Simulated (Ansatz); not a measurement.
Take TaN in the rock salt structure (space group Fm-3m, No. 225; a = 4.376 Å) as the base.

Computed with PBEsol (Ansatz, an electronic-structure program; PAW; 420 eV plane waves; spin-orbit coupling left out).

Base values:

| Property | Value |
|---|---|
| Lattice parameter a | 437.6 pm |

Now apply this change: full substitution Ta → Nb; the structure is relaxed again.

Task: What happens to the lattice parameter a?

Result: The lattice parameter a goes up by 0.4 pm to 438.0 pm.

Stability against distortions was not tested. The final runs are not spin-polarised. This is not the structure that TaN has at room temperature and ambient pressure.
